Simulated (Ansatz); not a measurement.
The reference is BAs in the zinc blende structure (space group F-43m, No. 216; a = 4.784 Å). Axes: x, y, z lie along the cube axes.

Method: Ansatz (an electronic-structure program), r2SCAN, PAW, cutoff 500 eV, without spin-orbit coupling.

A first run, uniaxial strain ε_xx = +1.28 %, gives secant values C11 ≈ 280 GPa and C12 ≈ 62 GPa from its stress. A second run applies biaxial strain −2.40 %, plane normal [001], relaxed out of plane.

Q: What does linear elasticity predict for −ε⊥/ε∥ in the second run, and what does the run give?

A: Linear elasticity: 2 C12/C11 = 0.44. The run gives 0.46; any difference comes from nonlinear terms at these strains and numerical noise.

Stability against distortions was not tested.
